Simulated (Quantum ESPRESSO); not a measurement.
A user runs Quantum ESPRESSO on MoWSe₄ (Cm, 6 atoms in the cell) and asks whether the run is sound. The aim is a self-consistent single point with DFT, PBEsol, plane waves, GBRV 1.5 ultrasoft (PBESOL) pseudopotentials.

Input:

```fortran
&CONTROL
 calculation = 'scf',
 outdir = './tmp',
 pseudo_dir = './',
 verbosity = 'high',
 tprnfor = .true.,
 tstress = .true.,
/
&SYSTEM
 ibrav = 0,
 nat = 6,
 ntyp = 3,
 ecutwfc = 40,
 ecutrho = 320,
 occupations = 'fixed',
 nbnd = 30,
/
&ELECTRONS
 conv_thr = 1.0d-10,
/
ATOMIC_SPECIES
Mo    95.9500  mo_pbesol_v1.uspp.F.UPF
W    183.8400  w_pbesol_v1.2.uspp.F.UPF
Se    78.9710  se_pbesol_v1.uspp.F.UPF
CELL_PARAMETERS {bohr}
   2.874409496    -1.659844721     0.000000000
   2.874409496     1.659844721     0.000000000
  -0.005126827     0.000000000    22.766789181
ATOMIC_POSITIONS {angstrom}
Mo    1.910145504    0.000000000   10.273743563
W     3.836390498    0.000000000    3.429139221
Se    3.826314942    0.000000000   11.926382146
Se    1.919821600    0.000000000    1.767163696
Se    1.919477485    0.000000000    5.092018321
Se    3.826426948    0.000000000    8.619056876
K_POINTS {automatic}
5 5 1  0 0 0
```

Output, abridged:

```
     Message from routine setup:
     using ibrav=0 with symmetry is DISCOURAGED, use correct ibrav instead
     G-vector sticks info
     --------------------
     sticks:   dense  smooth     PW     G-vecs:    dense   smooth      PW
   [... lines left out ...]

     site n.     atom                  positions (cryst. coord.)
         1        Mo     tau(   1) = (  0.6286550  0.6286550  0.8527580  )
         2        W      tau(   2) = (  1.2613350  1.2613350  0.2846310  )
         3        Se     tau(   3) = (  1.2586520  1.2586520  0.9899330  )
         4        Se     tau(   4) = (  0.6312060  0.6312060  0.1466810  )
         5        Se     tau(   5) = (  0.6313390  0.6313390  0.4226560  )
         6        Se     tau(   6) = (  1.2584440  1.2584440  0.7154130  )

     number of k points=     9
                       cart. coord. in units 2pi/alat
        k(    1) = (   0.0000000   0.0000000   0.0000000), wk =   0.0800000
        k(    2) = (   0.1154753   0.1999726   0.0000260), wk =   0.3200000
        k(    3) = (   0.2309507   0.3999451   0.0000520), wk =   0.3200000
   [... 6 lines left out ...]

     Dense  grid:    21005 G-vectors     FFT dimensions: (  20,  20, 135)

     Smooth grid:     7483 G-vectors     FFT dimensions: (  15,  15,  96)

     Initial potential from superposition of free atoms

     starting charge      51.8985, renormalised to      52.0000

     negative rho (up, down):  4.776E-02 0.000E+00
     Self-consistent Calculation

     iteration #  1     ecut=    40.00 Ry     beta= 0.70

---- Real-time Memory Report at c_bands before calling an iterative solver
           186 MiB given to the printing process from OS
            37 MiB allocation reported by mallinfo(arena+hblkhd)
------------------

     negative rho (up, down):  4.699E-02 0.000E+00

     total energy              =    -436.03936787 Ry
     estimated scf accuracy    <      22.20187951 Ry

     iteration #  2     ecut=    40.00 Ry     beta= 0.70

   [... lines left out ...]
            49 MiB allocation reported by mallinfo(arena+hblkhd)
------------------

     negative rho (up, down):  4.937E-02 0.000E+00

     total energy              =    -452.78528740 Ry
     estimated scf accuracy    <          1.1E-10 Ry

     iteration # 28     ecut=    40.00 Ry     beta= 0.70

---- Real-time Memory Report at c_bands before calling an iterative solver
           202 MiB given to the printing process from OS
            49 MiB allocation reported by mallinfo(arena+hblkhd)
------------------

     negative rho (up, down):  4.937E-02 0.000E+00
     End of self-consistent calculation

     highest occupied, lowest unoccupied level (ev):    59.3603   48.9304

!    total energy              =    -452.78528740 Ry
     estimated scf accuracy    <          6.2E-11 Ry

     convergence has been achieved in  28 iterations

     negative rho (up, down):  4.937E-02 0.000E+00

     Forces acting on atoms (cartesian axes, Ry/au):

     atom    1 type  1   force =    -0.05759719    0.00000000   -0.04825549
     atom    2 type  2   force =     0.06481189    0.00000000    0.04102726
     atom    3 type  3   force =     0.02700522    0.00000000    0.82139107
     atom    4 type  3   force =    -0.02874887    0.00000000   -1.17269601
     atom    5 type  3   force =    -0.03850935    0.00000000    1.82481167
   [... lines left out ...]
     Total force =     2.746902     Total SCF correction =     0.000051
   [... lines left out ...]

     negative rho (up, down):  4.937E-02 0.000E+00
          total   stress  (Ry/bohr**3)                   (kbar)     P=    28458.28
   0.23143108   0.00000000  -0.00036431        34044.69        0.00      -53.59
   0.00000000   0.23782944   0.00000000            0.00    34985.92        0.00
  -0.00036431   0.00000000   0.11110581          -53.59        0.00    16344.23

   JOB DONE.
```

**Question.** Is this run sound? If not, what is wrong?

**Answer.** The run is not sound. The fault is this: cell lengths typed in angstrom where bohr is read. 1 bohr is 0.529 Å, so a mix-up scales every length by 1.89 or 0.529 and the volume by 6.75 or 0.148. To fix it, give the lengths in the unit that the key or card expects. The run converged in 28 iterations without an error; against the sound input the free energy goes up by 43.3 eV/atom, the pressure goes from -1.93 to 2846 GPa and the largest force goes from 0.143 to 46.93 eV/Å.

An input that runs soundly differs in these lines (not the only fix; some lines may just follow from the change or write a value another way):
```diff
-CELL_PARAMETERS {bohr}
-   2.874409496    -1.659844721     0.000000000
-   2.874409496     1.659844721     0.000000000
-  -0.005126827     0.000000000    22.766789181
+CELL_PARAMETERS {angstrom}
+   2.874410000    -1.659845000     0.000000000
+   2.874410000     1.659845000     0.000000000
+  -0.005126000     0.000000000    22.766789000
```

With that input, the run converged in 23 iterations: free energy E − TS -6420.2325 eV; top of the valence band (on the code's own zero) 3.54 eV; gap on the k-point mesh 1.41 eV; pressure -1.93 GPa; largest force (vector length) 0.143 eV/Å (DFT, PBEsol, plane waves, GBRV 1.5 ultrasoft (PBESOL) pseudopotentials).

On the sound input: the starting cell comes from a database of computed structures (which also holds hypothetical and non-ambient phases and stackings), without a prior relaxation at this level. Spin-orbit coupling is off.
